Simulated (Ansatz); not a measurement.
Ansatz (an electronic-structure program), DFT, PBE, plane waves, its default PAW files: unreconstructed Si(100) slab of 6 layers, 2x2, N adatom, atoms displaced (Si24N), unrelaxed, 25 atoms. Basis and mesh were picked for this test and aren't claimed converged.

```json
{
 "cell": "7.68, 7.68, 28.39 Å; 90, 90, 90°",
 "distance_to_the_nearest_atom": "2.04 to 2.38 Å",
 "task": "single point",
 "k mesh": "4×4×1",
 "hamiltonian.xc": "pbe",
 "kind_of_files": "paw",
 "scf.occupations.method": "fermi_dirac",
 "scf.occupations.width": "0.1 eV",
 "output.forces": "true",
 "binding of workers (--pin)": "off",
 "k-point pools (--kpoint-pools)": "1",
 "memory maximum (--max-ram)": "8GiB",
 "accuracy": "medium (default)",
 "basis.precision": "auto (default)",
 "basis.xc_grid": "2 (default)",
 "scf.eigensolver.kind": "auto (default)",
 "scf.convergence.dr2_threshold": "1e-07 (default)",
 "scf.lower_state_search": "light (default)",
 "k-points after symmetry": "10",
 "bands_at_the_start": "76",
 "electrons": "101",
 "plane waves at Γ": "32747",
 "cutoff (eV)": "420",
 "FFT grid": "54×54×192",
 "symmetry_operations": "1"
}
```

Settings of this run: scf.mixing.algorithm = auto, scf.mixing.preconditioner = kerker_dos, scf.algorithm = auto; 4 threads.

```tsv
iteration	dr2 (eV)	Hψ
1	4.15e-1	4427
2	4.15e-1	880
3	3.92e0	1317
4	2.29e-2	806
5	5.55e-3	898
6	1.08e-2	1210
7	3.11e-3	713
8	1.34e-3	713
9	4.76e-4	713
10	4.46e-4	722
11	2.23e-4	713
12	1.59e-4	714
13	1.99e-4	811
14	2.40e-4	713
…	…	…
23	2.41e-5	750
24	1.65e-5	814
25	1.34e-5	763
26	2.77e-6	714
27	1.01e-5	815
28	2.78e-6	713
29	1.69e-6	852
30	2.21e-6	868
…	…	…
38	8.15e-7	794
39	2.04e-7	713
40	1.93e-7	890
41	1.76e-7	854
42	2.65e-7	853
43	1.14e-7	783
44	2.11e-7	2084
45	6.02e-8	2238
```

It converged after 45 SCF iterations.

Which change of one setting makes this cycle converge in far fewer steps?

One answer among several that fit: scf.mixing.preconditioner = auto (default) (9 SCF iterations) or scf.mixing.preconditioner = ldos (9 SCF iterations), all else kept. The other changes of this size gave: scf.mixing.preconditioner = local_kerker (15); scf.mixing.preconditioner = none (18); scf.mixing.preconditioner = kerker (37). In that run the program took: scf.mixing.algorithm MSR1, scf.mixing.preconditioner LDOS, scf.eigensolver.kind band_cg, --slots 4. The first change moves the result by: energy under 0.001 meV/atom, forces (largest component) 0.054 meV/Å. Counts are of single runs.

Keys are those of Ansatz 0.2.
